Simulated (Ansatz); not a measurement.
The reference is Sr in the fcc (Cu type) structure (space group Fm-3m, No. 225; a = 5.923 Å).

The other end (x = 1) is Ca in the fcc (Cu type) structure (space group Fm-3m, No. 225): 40.58 Å³/atom, gap zero.

Method: PBEsol, PAW, 420 eV (Ansatz, an electronic-structure program; without spin-orbit coupling), earlier PAW set.

Ca replaces a fraction x of Sr; each row is one arrangement (x, atoms in the cell, starting space group or random), fully relaxed.

One change was made to it. Results:

| quantity | base | after |
|---|---|---|
| mixing energy (to 0.01 eV only: unlike meshes or grids) | – | +0.01 eV/atom |
| shortest interatomic distance | 4.188 Å | 4.054 Å |

**Question.** What was done to the base?
A) x(Ca) = 0.5, 4 atoms, Pmmn
B) x(Ca) = 0.5, 4 atoms, P4/nmm
C) x(Ca) = 0.75, 4 atoms, C2/m
D) x(Ca) = 0.25, 4 atoms, C2/m
E) x(Ca) = 0.5, 4 atoms, R-3m

**Answer.** D, x(Ca) = 0.25, 4 atoms, C2/m. For comparison, the shortest interatomic distance in the other runs: x(Ca) = 0.5, 4 atoms, R-3m gives 3.847 Å; x(Ca) = 0.5, 4 atoms, P4/nmm gives 3.808 Å; x(Ca) = 0.75, 4 atoms, C2/m gives 3.888 Å; x(Ca) = 0.5, 4 atoms, Pmmn gives 3.929 Å.

These are small ordered cells, not random alloys; other orderings at the same x differ. No phonon test of stability was made.
